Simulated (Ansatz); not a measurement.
Subject: the energy of the reaction as written. Reaction: cell B + 32 NiSi (Pnma) → cell A + 64 Si (diamond). A negative value means that the right-hand side lies lower.

Cell A: a supercell of 64 sites of NiSi (Pnma) with B on a Si site (6 Ni at 2.08–2.32 Å); an odd number of electrons; spin state with PBE: no moments, k-point mesh 4×2×2.
```yaml
crystal:
  lattice:
    - [6.74586, 0.00000, 0.00000]
    - [0.00000, 10.31419, 0.00000]
    - [0.00000, 0.00000, 11.24233]
  atoms:
    - { symbol: Si, position: [0.37413, 0.41013, 0.29324] }
    - { symbol: Si, position: [0.12500, 0.08919, 0.20950] }
    - { symbol: Si, position: [0.12500, 0.34028, 0.04180] }
    - { symbol: Si, position: [0.38029, 0.16571, 0.45962] }
    - { symbol: Ni, position: [0.12500, 0.25390, 0.34561] }
    - { symbol: Ni, position: [0.37382, 0.24598, 0.15619] }
    - { symbol: Ni, position: [0.37509, 0.49589, 0.09500] }
    - { symbol: Ni, position: [0.12500, 0.00594, 0.40690] }
    - { symbol: Si, position: [0.37758, 0.41055, 0.79043] }
    - { symbol: Si, position: [0.12500, 0.09664, 0.70452] }
    - { symbol: Si, position: [0.12500, 0.33847, 0.54650] }
    - { symbol: Si, position: [0.37441, 0.16073, 0.95846] }
    - { symbol: Ni, position: [0.12500, 0.25549, 0.84319] }
    - { symbol: Ni, position: [0.40077, 0.25058, 0.64971] }
    - { symbol: Ni, position: [0.38691, 0.49018, 0.59248] }
    - { symbol: Ni, position: [0.12500, 0.00515, 0.90506] }
    - { symbol: Si, position: [0.37473, 0.91086, 0.29296] }
    - { symbol: Si, position: [0.12500, 0.58883, 0.20952] }
    - { symbol: Si, position: [0.12500, 0.83955, 0.04085] }
    - { symbol: Si, position: [0.37722, 0.65768, 0.45916] }
    - { symbol: Ni, position: [0.12500, 0.75343, 0.34521] }
    - { symbol: Ni, position: [0.37465, 0.74572, 0.15662] }
    - { symbol: Ni, position: [0.37542, 0.99594, 0.09464] }
    - { symbol: Ni, position: [0.12500, 0.50277, 0.40745] }
    - { symbol: Si, position: [0.37347, 0.91121, 0.79047] }
    - { symbol: Si, position: [0.12500, 0.58564, 0.70323] }
    - { symbol: Si, position: [0.12500, 0.83911, 0.54135] }
    - { symbol: Si, position: [0.37432, 0.66065, 0.95835] }
    - { symbol: Ni, position: [0.12500, 0.75257, 0.84232] }
    - { symbol: Ni, position: [0.37397, 0.74484, 0.65589] }
    - { symbol: Ni, position: [0.37302, 0.99764, 0.59330] }
    - { symbol: Ni, position: [0.12500, 0.50346, 0.90400] }
    - { symbol: Si, position: [0.87587, 0.41013, 0.29324] }
    - { symbol: Si, position: [0.62500, 0.09091, 0.20962] }
    - { symbol: Si, position: [0.62500, 0.33922, 0.04253] }
    - { symbol: Si, position: [0.86971, 0.16571, 0.45962] }
    - { symbol: Ni, position: [0.62500, 0.25642, 0.34662] }
    - { symbol: Ni, position: [0.87618, 0.24598, 0.15619] }
    - { symbol: Ni, position: [0.87491, 0.49589, 0.09500] }
    - { symbol: Ni, position: [0.62500, 0.00545, 0.40666] }
    - { symbol: Si, position: [0.87242, 0.41055, 0.79043] }
    - { symbol: Si, position: [0.62500, 0.08643, 0.70913] }
    - { symbol: B, position: [0.62500, 0.34171, 0.53239] }
    - { symbol: Si, position: [0.87559, 0.16073, 0.95846] }
    - { symbol: Ni, position: [0.62500, 0.25429, 0.84509] }
    - { symbol: Ni, position: [0.84923, 0.25058, 0.64971] }
    - { symbol: Ni, position: [0.86309, 0.49018, 0.59248] }
    - { symbol: Ni, position: [0.62500, 0.00396, 0.90596] }
    - { symbol: Si, position: [0.87527, 0.91086, 0.29296] }
    - { symbol: Si, position: [0.62500, 0.58745, 0.21130] }
    - { symbol: Si, position: [0.62500, 0.83892, 0.04206] }
    - { symbol: Si, position: [0.87278, 0.65768, 0.45916] }
    - { symbol: Ni, position: [0.62500, 0.75305, 0.34454] }
    - { symbol: Ni, position: [0.87535, 0.74572, 0.15662] }
    - { symbol: Ni, position: [0.87458, 0.99594, 0.09464] }
    - { symbol: Ni, position: [0.62500, 0.49452, 0.41184] }
    - { symbol: Si, position: [0.87653, 0.91121, 0.79047] }
    - { symbol: Si, position: [0.62500, 0.58975, 0.70908] }
    - { symbol: Si, position: [0.62500, 0.83951, 0.54205] }
    - { symbol: Si, position: [0.87568, 0.66065, 0.95835] }
    - { symbol: Ni, position: [0.62500, 0.75472, 0.84404] }
    - { symbol: Ni, position: [0.87603, 0.74484, 0.65589] }
    - { symbol: Ni, position: [0.87698, 0.99764, 0.59330] }
    - { symbol: Ni, position: [0.62500, 0.50472, 0.90707] }
```

Cell B: a supercell of 64 sites of Si (diamond, Fd-3m) with B on a Si site (4 Si at 2.10 Å); an odd number of electrons; spin state with PBE: no moments, k-point mesh 2×2×2.
```xyz
64
Lattice="10.9400 0.0000 0.0000 0.0000 10.9400 0.0000 0.0000 0.0000 10.9400" Properties=species:S:1:pos:R:3 pbc="T T T"
Si     1.3718     4.1068     1.3692
Si     0.0011    -0.0011     2.7361
Si     1.3718     1.3692     4.1068
Si     0.0011     2.7361    -0.0011
Si     4.0857     4.1538     4.1538
Si     2.7438    -0.0216    -0.0216
Si     4.1025     1.3675     1.3675
Si     2.7438     2.7566     2.7566
Si     1.4188     4.1538     6.8207
Si     0.0216    -0.0216     8.1962
Si     1.3718     1.3658     9.5682
Si     0.0216     2.7566     5.4788
Si     4.1193     4.1538     9.5212
Si     2.7357    -0.0124     5.4707
Si     4.1025     1.3675     6.8375
Si     2.7357     2.7474     8.2042
Si     1.3718     9.5682     1.3658
Si     0.0216     5.4788     2.7566
Si     1.4188     6.8207     4.1538
Si     0.0216     8.1962    -0.0216
Si     4.1193     9.5212     4.1538
Si     2.7357     5.4707    -0.0124
Si     4.1025     6.8375     1.3675
Si     2.7357     8.2042     2.7474
Si     1.4188     9.5212     6.8543
Si     0.0124     5.4707     8.2042
Si     1.4188     6.8543     9.5212
Si     0.0124     8.2042     5.4707
Si     4.0857     9.5212     9.5212
Si     2.8923     5.6273     5.6273
B      4.1025     6.8375     6.8375
Si     2.8923     8.0477     8.0477
Si     6.8332     4.1068     1.3658
Si     5.4612    -0.0216     2.7566
Si     6.8332     1.3658     4.1068
Si     5.4612     2.7566    -0.0216
Si     9.5742     4.1068     4.1068
Si     8.2038    -0.0011    -0.0011
Si     9.5725     1.3675     1.3675
Si     8.2038     2.7361     2.7361
Si     6.7862     4.1538     6.8543
Si     5.4692    -0.0124     8.2042
Si     6.8332     1.3692     9.5682
Si     5.4692     2.7474     5.4707
Si     9.5708     4.1068     9.5682
Si     8.1834    -0.0216     5.4788
Si     9.5725     1.3675     6.8375
Si     8.1834     2.7566     8.1962
Si     6.8332     9.5682     1.3692
Si     5.4692     5.4707     2.7474
Si     6.7862     6.8543     4.1538
Si     5.4692     8.2042    -0.0124
Si     9.5708     9.5682     4.1068
Si     8.1834     5.4788    -0.0216
Si     9.5725     6.8375     1.3675
Si     8.1834     8.1962     2.7566
Si     6.7862     9.5212     6.8207
Si     5.3127     5.6273     8.0477
Si     6.7862     6.8207     9.5212
Si     5.3127     8.0477     5.6273
Si     9.5742     9.5682     9.5682
Si     8.1926     5.4707     5.4707
Si     9.5725     6.8375     6.8375
Si     8.1926     8.2042     8.2042
```

Reference: Si (diamond, Fd-3m), 64 atoms in the cell, the relaxed perfect crystal repeated, atoms not moved again, k-point mesh 2×2×2 on the run's own vectors.

Reference: NiSi (Pnma), 64 atoms in the cell, the relaxed perfect crystal repeated, atoms not moved again; spin state with PBE: no moments, k-point mesh 4×2×2 on the run's own vectors.

Plane-wave PAW calculations with Ansatz (a first-principles code), its default PAW set, cutoff 420 eV, 500 eV for r2SCAN. The structures are at rest with PBE, within the held lattices; other levels are single points on them. Neutral cells; Fermi-Dirac smearing of at most 0.05 eV in the solids, energies taken to zero width. The lattices are those relaxed with PBE, so at other levels the solids can be strained, which adds to the spread. Larger cells are relaxed from a start prepared with the learned potential CHGNet, on a coarser mesh till forces fall under 0.03 eV/Å, which some starts already meet. A dispersion term (D3(BJ), or D4 for r2SCAN) was computed beside these levels and is taken off wherever the name lacks it. The PAW files were made for PBE and serve at the other functionals too. Space groups of crystals are read within 0.01 Å. No zero-point or thermal terms. Cells are local rest points, mostly with their start's symmetry. Values are for these cell sizes. Cell A has symmetry Pm within 0.02 Å and got no random move, so less symmetric positions, which may lie lower, weren't tried.

Question: Give the value at the level r2SCAN.

Answer: 0.63 eV, for cell B + 32 NiSi (Pnma) → cell A + 64 Si (diamond).

Question: List the value at the remaining levels and say how far they part.

Answer: 
| Functional | value (eV) | less r2SCAN |
|---|---|---|
| PBE | 0.71 | 0.08 |

The levels shown span 0.08 eV, from r2SCAN (0.63) to PBE (0.71).
